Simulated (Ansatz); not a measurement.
Lattice constant a of MgO (model structure, started from the GeS type, Fm-3m, No. 225, 8 atoms in the cell) at several levels of theory

No measured value is used here.

```csv
level (code),value (Å)
LDA (Ansatz),4.160
PBE (Ansatz),…
PBE-D3(BJ) (Ansatz),4.208
r²SCAN (Ansatz),4.204
```

Q: What belongs in the gaps?

A: 
- PBE (Ansatz, a first-principles code), value (Å): 4.254

Cutoffs differ between the levels. Ansatz's density-functional and Hartree–Fock values are scalar-relativistic unless marked +SOC, with PAW data made under PBE.

A model structure was made by putting elements into a prototype or built by hand; here it ended with the formula and space group of a phase in our tables.
